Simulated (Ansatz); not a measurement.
Abridged Ansatz (a first-principles code) output:

```
Relaxation: its limit of steps is 50 (relax.max_steps)
Pseudopotential: Zn, paw, valence charge 12
Pseudopotential: S, paw, valence charge 6
Crystal: 4 atoms, lattice volume = 75.236 Å³
Basis set: ecut = 420 eV, 1461 PW (Γ), exchange–correlation on 54×54×90 points (8 copies of the dense FFT grid, shifted against one another)
Bands: 22, of which v1, the nominal top of the filled ones, is band 18 counted from 1 (17 counted from 0)
Symmetry: 4 space group operations
k-points: 124 of 600 (time reversal used)
Functional: x = slater, c = lda
SCF iter   1: F=—  HF=-8234.870983 eV  |F-HF|=—  |Δ(HF+E_count)|=         —  Δρ=7.03e-3  dr2=3.26e-2  ethr=1.77e-3  ⟨swp⟩=5.7  Hψ=12806  notcnv=0
SCF iter   2: F=—  HF=-8234.863005 eV  |F-HF|=—  |Δ(HF+E_count)|=   7.98e-3  Δρ=3.22e-3  dr2=8.49e-3  ethr=9.06e-5  ⟨swp⟩=2.5  Hψ=5901  notcnv=0
SCF 1 converged in 9 iterations: F = -8234.860276 eV  dr2 = 1.93e-11
relax step   1: F+E_penalty+E_count = -8234.86027583 eV  Δ(F+E_penalty+E_count) = +0.000e0 eV  max|allowed force component| = 7.954e-2 eV/Å  Δτ_max = 0.0000 Å  (9 SCF iters, accepted)
Crystal: 4 atoms, lattice volume = 75.236 Å³
SCF iter   1: F=—  HF=-8234.860977 eV  |F-HF|=—  |Δ(HF+E_count)|=         —  Δρ=3.45e-4  dr2=4.37e-5  ethr=1.11e-7  ⟨swp⟩=2.6  Hψ=10823  notcnv=0
SCF iter   2: F=—  HF=-8234.860970 eV  |F-HF|=—  |Δ(HF+E_count)|=   7.84e-6  Δρ=1.90e-4  dr2=1.39e-5  ethr=1.11e-7  ⟨swp⟩=1.0  Hψ=2728  notcnv=0
SCF 2 converged in 6 iterations: F = -8234.860967 eV  dr2 = 3.49e-10
relax step   2: F+E_penalty+E_count = -8234.86096748 eV  Δ(F+E_penalty+E_count) = -6.917e-4 eV  max|allowed force component| = 4.834e-2 eV/Å  Δτ_max = 0.0056 Å  (6 SCF iters, accepted)
Crystal: 4 atoms, lattice volume = 75.236 Å³
SCF iter   1: F=—  HF=-8234.861455 eV  |F-HF|=—  |Δ(HF+E_count)|=         —  Δρ=4.20e-4  dr2=8.06e-5  ethr=1.73e-6  ⟨swp⟩=2.4  Hψ=7506  notcnv=0
SCF iter   2: F=—  HF=-8234.861438 eV  |F-HF|=—  |Δ(HF+E_count)|=   1.71e-5  Δρ=2.32e-4  dr2=2.52e-5  ethr=2.24e-7  ⟨swp⟩=1.0  Hψ=3720  notcnv=0
SCF 3 converged in 7 iterations: F = -8234.861431 eV  dr2 = 2.37e-11
relax step   3: F+E_penalty+E_count = -8234.86143108 eV  Δ(F+E_penalty+E_count) = -4.636e-4 eV  max|allowed force component| = 3.494e-3 eV/Å  Δτ_max = 0.0068 Å  (7 SCF iters, accepted)
SCF converged after 7 iterations
Free energy (F): -8234.861431 eV
Internal energy: -8234.861431 eV  (E = F + TS)
E sigma→0 (E₀):  -8234.861431 eV
Fermi energy:    7.274178 eV
--- Forces (eV/Å), atoms counted from 1 ---
  atom   1  Zn     0.00000000    -0.00349391    -0.00126050
  atom   2  Zn    -0.00000000     0.00349391    -0.00126050
  atom   3  S      0.00000000    -0.00079268     0.00126059
  atom   4  S     -0.00000000     0.00079268     0.00126059
--- Stress (GPa, compression-positive) ---
       -1.618855      -0.000000       0.000000
       -0.000000      -0.765973      -0.000000
        0.000000      -0.000000      -0.586996
  P = ⅓ Tr σ = -0.9906 GPa (-9.906 kbar)
--- Relaxed structure (3 steps of the walk, 3 accepted, 0 SCFs on fresh bases) ---
  atoms:
    - { symbol: Zn, position: [0.3336559286181036, 0.6673118572362072, 1.6743838007769377e-5] }
    - { symbol: Zn, position: [0.6663440713818964, 0.33268814276379277, 0.5000167438380079] }
    - { symbol: S, position: [0.3314956357233307, 0.6629912714466614, 0.37498325616199224] }
    - { symbol: S, position: [0.6685043642766694, 0.3370087285533387, 0.8749832561619925] }
```

Q: What was computed, and what are the main results?

A: ZnS, 4 atoms in the cell, with LDA (Ansatz; PAW; 420 eV plane waves; no spin-orbit coupling). The last SCF converged to F = -8234.861431 eV, or -2058.7154 eV per atom, at a pressure of -0.99 GPa. The total energy compares only with runs of the same code, potentials and settings.

The cells carry an imposed strain or load. No phonon test of stability was made. The cell was made from ZnS in the wurtzite structure (space group P6_3mc, No. 186) by this change: uniaxial strain ε_xx = +1.20 %.

Keys are those of Ansatz 0.2.
